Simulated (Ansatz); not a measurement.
**As (model structure, from the lonsdaleite type, P6₃/mmc, No. 194): bulk modulus by level of theory**

No measured value is used here.

```json
[
 {"level (code)": "LDA (Ansatz)", "value (GPa)": "47.3", "cell (Å³/atom)": "24.69"},
 {"level (code)": "PBE (Ansatz)", "value (GPa)": "38.4", "cell (Å³/atom)": "26.93"},
 {"level (code)": "PBEsol (Ansatz)", "value (GPa)": "44.8", "cell (Å³/atom)": "25.31"},
 {"level (code)": "r²SCAN (Ansatz)", "value (GPa)": "…", "cell (Å³/atom)": "26.21"}
]
```

Q: Fill in the missing entries.

A: 
- r²SCAN (Ansatz, a program for electronic structure), value (GPa): 43.8

LDA, PBE, PBEsol, r²SCAN: the bulk modulus is −V dP/dV from two relaxed cells at ±2 % in volume. Each level is taken at its own relaxed cell. Cutoffs differ between the levels. Ansatz's density-functional and Hartree–Fock values are scalar-relativistic unless marked +SOC, with PAW data made under PBE.

A model structure was made by putting elements into a prototype or built by hand; it is no filed structure, need not be a known phase, and can be a saddle point held by its symmetry.
